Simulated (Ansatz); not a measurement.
O on the 1x1 (111) surface of fcc Ag, one in a 2x1 cell, energies for each (14.9 Å²). Energies are against ½ O2(g), without zero-point or thermal terms; each row is named by its start.

Computed with PBE (plane waves to 420 eV, PAW; Ansatz, a first-principles code).

Slab: 9 atoms, 7.1 Å thick at the start under the adsorbate (thin: gaps and levels are the slab's own); k 6x12x1, smearing 0.1 eV, dipole-corrected; 4 atoms held, the rest relaxed; each run with such symmetry as its start has; spin-polarised, no spin-orbit, no U, no dispersion correction.

A negative adsorption energy means that the adsorbate is more stable on the surface than in its reference. Starts that drift may end in the same place. Heights count from the host atoms within 0.3 Å of the top one.

| starting site | E_ads (eV) | height (Å) | nearest host atom (Å) | bonded to | Δ work function (eV) | lateral drift (Å) | moment (μB) |
|---|---|---|---|---|---|---|---|
| top Ag | 0.25 | 1.18 | Ag 2.10 | 3 Ag | 2.25 | 1.6 | 0.4 |
| hollow Ag-Ag-Ag over Ag at depth 2.4 Å | 0.25 | 1.18 | Ag 2.10 | 3 Ag | 2.25 | 0.1 | 0.4 |
| hollow Ag-Ag-Ag over Ag at depth 4.7 Å | 0.16 | 1.17 | Ag 2.10 | 3 Ag | 2.21 | 0.1 | 0.4 |
| bridge Ag-Ag (span 2.9 Å) | 0.16 | 1.17 | Ag 2.10 | 3 Ag | 2.21 | 0.9 | 0.4 |
